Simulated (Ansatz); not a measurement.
Consider ZrS2 in the CdI2 type structure (space group P-3m1, No. 164; a = 3.674 Å, c = 5.860 Å; layered, stacked along the Cartesian z axis). Axes: x lies along a and z along c of the hexagonal cell.

Method: r2SCAN+rVV10 (Ansatz, a program for electronic structure), spin-orbit coupling left out.

For the base:

The band gap is 1.17 eV.

It is then changed as follows: tensile biaxial strain of 0.49 % in the plane normal to [001], as in epitaxy on a mismatched substrate; the out-of-plane cell vector and the atoms relax.

Q: Estimate the effect on the out-of-plane strain.

A: The out-of-plane strain is -0.22 %.

Q: Estimate the effect on the in-plane stress.

A: The mean in-plane stress (compression positive) is -0.8 GPa.

Q: Predict the new band gap.

A: The band gap goes up by 0.02 eV, from 1.17 eV to 1.19 eV.

Stability against distortions was not tested.
